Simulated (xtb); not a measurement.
xtb 6.7.1, GFN1-xTB: W(O)(S)(OMe)2 (C[O][W](=[O])(=[S])[O]C), 13 atoms. The geometry is a generated start, not checked to be a minimum at this level.

| Quantity | Result |
|---|---|
| method | GFN1-xTB |
| --acc | 1 (default) |
| --etemp (K) | 300 (default) |
| detailed input (--input) | none: ANC optimiser, Lindh (1995) Hessian, microcycle=20, maxdispl=1.0, hlow=0.01 (default) |
| basis functions | 52 |
| valence electrons | 44 |

```xyz
13

W     -0.4097     0.7338     0.2475
O     -0.6573     2.1671    -0.6084
S     -1.3960     0.9668     2.1943
O      1.3552     0.4006     0.5650
C      2.7085     0.6026     0.8795
H      3.0510    -0.1810     1.5688
H      3.3146     0.5681    -0.0355
H      2.8253     1.5869     1.3597
O     -1.2060    -0.6822    -0.5832
C     -2.1994    -1.4008    -1.2654
H     -3.0867    -1.4866    -0.6207
H     -2.4666    -0.8709    -2.1892
H     -1.8329    -2.4044    -1.5124
```

Charge 0 and multiplicity 1 are set for this test and not shown to be the ground state.

The structure is relaxed from this start with --opt LEVEL for the levels crude, sloppy, loose, lax, normal, tight, vtight, extreme, once each. Up to the end of the extreme run atoms move by at most 0.86 Å along an axis.

Task: Choose the cheapest level whose final energy lies within 5 meV of that of extreme.

Result: lax: 11 cycles against 125, ending 4.0 meV above.

| level | cycles | energy above the extreme run (meV) | gradient norm (eV/Å) |
|---|---|---|---|
| crude | 4 | 15 | 0.32 |
| sloppy | 6 | 10 | 0.075 |
| loose | 6 | 10 | 0.075 |
| lax | 11 | 4.0 | 0.055 |
| normal | 15 | 3.2 | 0.029 |
| tight | 16 | 3.2 | 0.0094 |
| vtight | 122 | under 0.01 | 0.0072 |
| extreme | 125 | — | 0.0019 |
